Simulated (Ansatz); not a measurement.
## hcp Zr (1 1 0) on anatase TiO2 (0 0 1) (film strained to the substrate, started from cuts of the bulks and a machine-learned relaxation; slabs Ti14O32 and Zr12, which can lie off the formulas)

A periodic stack without vacuum, hcp Zr (1 1 0) on anatase TiO2 (0 0 1) (film strained to the substrate, started from cuts of the bulks and a machine-learned relaxation; slabs Ti14O32 and Zr12, which can lie off the formulas): substrate slab Ti14O32, film Zr12, surface cells [[-1, 1], [-1, -1]] and [[0, 1], [-1, 0]], film strained by -4.0 and +3.9 %, outermost planes O/O and Zr/Zr as cut, which need not be the usual terminations and can put a slab off its formula.

The start was prepared with a machine-learned potential, and the result is one local minimum, with the in-plane cell held and forces under 0.04 eV/Å; the film can end far from its bulk form.

These are PBE (plane waves to 420 eV, PAW; Ansatz, a first-principles code) values and carry that method's errors. Spin–orbit coupling is left out; the runs are not spin-polarised; PBE gaps are too small against experiment. Its k-point mesh 5×5×1, Fermi–Dirac width 0.05 eV.

| Property | Value |
|---|---|
| interface area | 28.9 Å² |
| period | 27.67 Å |
| heights between the nearest atoms of the two slabs at the two interfaces | -0.37 and -0.51 Å |
| O–Zr contacts across the interfaces within 1.22 times the sum of covalent radii | 24, mean 2.21 Å |
| Ti–Zr contacts across the interfaces within 1.22 times the sum of covalent radii | 14, mean 3.29 Å |

```yaml
crystal:
  lattice:
    - [5.37220, -0.00002, 0.03192]
    - [0.00009, 5.37229, 0.00065]
    - [1.52408, -1.78125, 27.67850]
  atoms:
    - { symbol: Ti, position: [0.77384, 0.31130, 0.07192] }
    - { symbol: Ti, position: [0.20152, 0.73705, 0.07172] }
    - { symbol: Ti, position: [0.40537, 0.61015, 0.33274] }
    - { symbol: Ti, position: [0.90553, 0.11033, 0.33273] }
    - { symbol: O, position: [0.67769, 0.17237, 0.99941] }
    - { symbol: O, position: [0.34444, 0.83016, 0.99899] }
    - { symbol: O, position: [0.48254, 0.02961, 0.08049] }
    - { symbol: O, position: [0.00328, 0.50511, 0.02163] }
    - { symbol: O, position: [0.49475, 0.52133, 0.05546] }
    - { symbol: O, position: [0.99117, 0.01734, 0.05545] }
    - { symbol: O, position: [0.72612, 0.30577, 0.14006] }
    - { symbol: O, position: [0.20711, 0.78677, 0.13989] }
    - { symbol: Ti, position: [0.18580, 0.32846, 0.24559] }
    - { symbol: Ti, position: [0.68044, 0.83379, 0.24556] }
    - { symbol: Ti, position: [0.46156, 0.05136, 0.15527] }
    - { symbol: Ti, position: [0.96013, 0.55338, 0.16146] }
    - { symbol: O, position: [0.21051, 0.30315, 0.17250] }
    - { symbol: O, position: [0.70206, 0.81135, 0.17246] }
    - { symbol: O, position: [0.42838, 0.58618, 0.26056] }
    - { symbol: O, position: [0.92831, 0.08610, 0.26055] }
    - { symbol: O, position: [0.43832, 0.07534, 0.22831] }
    - { symbol: O, position: [0.93713, 0.57679, 0.23239] }
    - { symbol: O, position: [0.16700, 0.34848, 0.31780] }
    - { symbol: O, position: [0.65326, 0.86220, 0.31793] }
    - { symbol: Ti, position: [0.62868, 0.38979, 0.41985] }
    - { symbol: Ti, position: [0.12755, 0.88878, 0.41988] }
    - { symbol: O, position: [0.65600, 0.37090, 0.34832] }
    - { symbol: O, position: [0.14506, 0.86002, 0.34838] }
    - { symbol: O, position: [0.37629, 0.14126, 0.43583] }
    - { symbol: O, position: [0.87000, 0.64783, 0.43640] }
    - { symbol: O, position: [0.38036, 0.63216, 0.40559] }
    - { symbol: O, position: [0.88501, 0.13683, 0.40558] }
    - { symbol: O, position: [0.60500, 0.41354, 0.49335] }
    - { symbol: O, position: [0.10434, 0.91429, 0.49357] }
    - { symbol: Ti, position: [0.07192, 0.44707, 0.59045] }
    - { symbol: Ti, position: [0.56588, 0.95246, 0.59633] }
    - { symbol: Ti, position: [0.35684, 0.16222, 0.50663] }
    - { symbol: Ti, position: [0.84656, 0.67182, 0.50714] }
    - { symbol: O, position: [0.09511, 0.42416, 0.52340] }
    - { symbol: O, position: [0.59446, 0.92292, 0.52497] }
    - { symbol: O, position: [0.31632, 0.68480, 0.61624] }
    - { symbol: O, position: [0.84817, 0.19575, 0.61574] }
    - { symbol: O, position: [0.33509, 0.19408, 0.58083] }
    - { symbol: O, position: [0.82431, 0.69175, 0.58242] }
    - { symbol: O, position: [0.12382, 0.38701, 0.70111] }
    - { symbol: O, position: [0.50078, 0.03383, 0.67217] }
    - { symbol: Zr, position: [0.86991, 0.10204, 0.68773] }
    - { symbol: Zr, position: [0.36794, 0.69137, 0.69115] }
    - { symbol: Zr, position: [0.37942, 0.21602, 0.75189] }
    - { symbol: Zr, position: [0.85030, 0.60635, 0.75227] }
    - { symbol: Zr, position: [0.89325, 0.17698, 0.81880] }
    - { symbol: Zr, position: [0.29975, 0.72739, 0.81399] }
    - { symbol: Zr, position: [0.39250, 0.22955, 0.87327] }
    - { symbol: Zr, position: [0.75066, 0.72000, 0.87670] }
    - { symbol: Zr, position: [0.84793, 0.23717, 0.93388] }
    - { symbol: Zr, position: [0.24676, 0.74911, 0.92995] }
    - { symbol: Zr, position: [0.29133, 0.21971, 0.01734] }
    - { symbol: Zr, position: [0.72216, 0.79288, 0.01511] }
```
